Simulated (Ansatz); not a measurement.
Consider the following.

```xyz
6
Lattice="3.6002 0.0000 0.0000 0.0000 3.6002 0.0000 0.0000 0.0000 5.2252" Properties=species:S:1:pos:R:3 pbc="T T T"
Zr     0.0000     0.0000     0.0000
Zr     1.8001     1.8001     2.6126
O      0.0000     1.8001     1.5768
O      0.0000     1.8001     4.1894
O      1.8001     0.0000     1.0358
O      1.8001     0.0000     3.6484
```

Space group of this cell: P4_2/nmc. The cell is taken as given.

Method: r2SCAN (plane waves, PAW; Ansatz, a first-principles code).

The current runs along the normal of the first two printed vectors; no spin-orbit coupling. Scaled by the factor s: all lengths (ions clamped). Meshes 8×8×6 and 8×8 across the current in all rows.

```tsv
s	mean pressure (GPa)	band gap (eV)
0.98	16.9	?
1.00	-0.1	4.61
1.02	-13.1	4.37
```

Question: Take the slope of the band gap against ln s from the two given rows, extrapolate to s = 0.98, and say what the run there gives.

Answer: Slope = (4.37 − 4.61) / ln 1.02 = -12.1 eV. The line gives 4.61 + (-12.1) × ln 0.98 = 4.85 eV. The run gives 4.80 eV, 0.05 eV under the line, 22 % of the predicted step.
